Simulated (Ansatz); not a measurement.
Given:

```yaml
crystal:
  lattice:
    - [4.76475, 0.00000, 0.00000]
    - [0.00000, 4.76475, 0.00000]
    - [0.00000, 0.00000, 4.76475]
  atoms:
    - { symbol: Cs, position: [0.50000, 0.50000, 0.50000] }
    - { symbol: Pb, position: [0.00000, 0.00000, 0.00000] }
    - { symbol: F, position: [0.00000, 0.50000, 0.00000] }
    - { symbol: F, position: [0.50000, 0.00000, 0.00000] }
    - { symbol: F, position: [0.00000, 0.00000, 0.50000] }
```

A single point on CsPbF3 with a change (pressure 1.5 GPa), its geometry relaxed with PBEsol.

Computed with PBEsol in Ansatz (plane waves to 420 eV, PAW, noncollinear with spin-orbit coupling). Γ-centred 7×7×7 mesh, Fermi–Dirac width 0.05 eV.

Task: Predict the hole mass, width of the top valence band, pressure and gap character.

Result: The hole mass is 0.27 mₑ (at R). The width of the top valence band is 3.81 eV. The pressure is 1.37 GPa and the gap character is direct at R.

Single points use the geometry relaxed with PBEsol. Load acts through the strain it causes; cell and atoms are relaxed under it. Masses are band curvatures over ±0.01 Å⁻¹ around the edge. Stability against distortions was not tested. The cell was made from CsPbF$_{3}$ in the cubic perovskite structure (space group Pm-3m, No. 221) by this change: pressure 1.5 GPa. Many cubic perovskites are stable only at high temperature; tilts and polar distortions were not tested.

Ansatz is a first-principles code.
